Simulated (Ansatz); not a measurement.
# GaAs under load (space group R3m): band-edge transport data

```xyz
2
Lattice="-0.0309 2.8095 2.8095 2.8095 -0.0309 2.8095 2.8095 2.8095 -0.0309" Properties=species:S:1:pos:R:3 pbc="T T T"
Ga    -0.0043    -0.0043    -0.0043
As     1.4013     1.4013     1.4013
```

Computed with r2SCAN with spin-orbit coupling, rigid bands (plane waves, PAW; Ansatz, a program for electronic structure). Condition of this run: uniaxial stress along [111] of 2 GPa (compression positive) (the target of the relaxation). How the cell was made: cell and atoms relaxed with r2SCAN, then loaded as said.

```
Property                                            Value
--------------------------------------------  -----------
band gap                                          0.87 eV
electron conductivity mass (300 K, dilute)       0.061 mₑ
hole conductivity mass (300 K, dilute)            0.28 mₑ
effective density of states N_c (300 K)       3.4e17 cm⁻³
effective density of states N_v (300 K)       4.7e18 cm⁻³
density-of-states mass, electrons                0.057 mₑ
density-of-states mass, holes                     0.33 mₑ
Seebeck coefficient, n-type 1e19 cm⁻³, 300 K     -85 μV/K
Seebeck coefficient, p-type 1e19 cm⁻³, 300 K     209 μV/K
```

Rigid bands; masses and Seebeck coefficients take one relaxation time τ for all states and one kind of carrier; polarons and phonon drag are left out.
